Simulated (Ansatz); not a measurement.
The reference is WTe$_{2}$ (space group Fm-3m, No. 225; a = 6.5725 Å; a hypothetical phase, not in the database extracts checked; relaxed with 0.1 eV smearing). Axes: x, y, z lie along the cube axes.

Calculations: PBEsol in Ansatz (plane waves to 420 eV, PAW, scalar-relativistic without spin-orbit coupling), earlier PAW set.

One thing is altered: an isotropic linear strain of −1.27 %, atoms relaxed at fixed cell.

Q: Predict the stress tensor and what it implies for the stiffness.

A: Stress of the strained cell less that of the base (GPa, compression positive):
```
    4.6     0.0     0.0
    0.0     4.6     0.0
    0.0     0.0     4.6
```

Then B = −ΔP/(ΔV/V₀) with ΔV/V₀ = -0.0376 gives secant stiffness values (nonlinear terms included at this strain): B ≈ 123 GPa.

As a check, the harmonic strain energy −½ V₀ Δσ:ε is 13 meV/atom; the computed energy rise is 12 meV/atom.

Stability against distortions was not tested. All final runs are without spin polarisation. WTe2 has a high density of states at the Fermi level and may be magnetic at this level.

Ansatz is a program for electronic structure.
